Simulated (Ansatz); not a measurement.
Take TaN in the rock salt structure (space group Fm-3m, No. 225; a = 4.3756 Å) as the base.

Computed with PBEsol (Ansatz, a program for electronic structure), without spin-orbit coupling.

For the base:

```
Item                  Result
-------------------  -------
Lattice parameter a  4.376 Å
```

Now apply this change: every N is replaced by C, then cell and atoms are relaxed.

What happens to the lattice parameter a?

The lattice parameter a increases by 0.064 Å to 4.440 Å.

Stability against distortions was not tested. All final runs are without spin polarisation. An odd electron count without spin: TaC. This is not the structure that TaN has at room temperature and ambient pressure.
